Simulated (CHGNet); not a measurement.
## CsCl-type CuZn

All values below come from the machine-learned potential CHGNet 0.3.0 (trained on PBE and PBE+U data).

Cell (relaxed at this level):

```
CuZn
1.0
    2.95874     0.00000     0.00000
    0.00000     2.95874     0.00000
    0.00000     0.00000     2.95874
Zn Cu
1 1
Direct
  0.50000   0.50000   0.50000
  0.00000   0.00000   0.00000
```

| Item | Result |
|---|---|
| lattice parameter a | 2.959 Å |
| volume per atom | 12.95 Å³/atom |

Measured, for comparison: lattice constant a 2.958 Å, equilibrium volume per atom 12.93 Å³/atom (temperature not stated, not corrected to a static lattice; as tabulated in First-Principles Study on the Electrical and Thermal Conductivities of Cu–Zn …). Computed (rounded) less measured: lattice constant a 0.0 %, equilibrium volume per atom +0.2 %.

A machine-learned potential is trained on density-functional data: it inherits that level's misses and adds fitting errors of its own.

Note: the model gives imaginary modes for this phase (in the spectrum interpolated from a supercell).
